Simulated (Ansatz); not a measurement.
An Ansatz (a program for electronic structure) input (r2SCAN (Ansatz), no spin-orbit coupling):

Ansatz 0.2 input:
```yaml
crystal:
  lattice:
    - [3.2399103048, 0, 0]
    - [0, 3.2399103048, 0]
    - [1.6199551524, -1.6199551524, 2.2569383508]
  atoms:
    - { symbol: B, position: [0, 0, 0] }
    - { symbol: P, position: [0.75, 0.75, 0.5] }
basis: { ecutwfc: 500, ecutrho_ratio: 4, xc_grid: 4, fft_grid_basis: typed }
kpoints: { mp_grid: { grid: [12, 12, 12] } }
hamiltonian:
  xc: r2scan
  dispersion: none
  pseudopotentials: { kind: paw }
scf: { occupations: { method: fermi_dirac, width: 0.05 } }
relax: { f_tol: 0.005, max_steps: 50, cell: { stress_tol: 0.01, fix: [a, b, gamma] } }
output: { forces: true, stress: true }
checkpoint: { write: state.ck, write_every: 1000 }
```

### Question
Which symmetry and how many k-points will the program report, and about how many plane waves at Γ?

### Answer
Space group I-4m2 (ITA 119) with 8 operations, k-points 163 of 1728, and 601 plane waves at Γ.

### Question
And the final pressure?

### Answer
-2.61 GPa (compression positive).

The cells carry an imposed strain or load. Stability against distortions was not tested. The cell was made from BP in the zinc blende structure (space group F-43m, No. 216) by this change: biaxial strain +1.00 %, plane normal [001], relaxed out of plane.
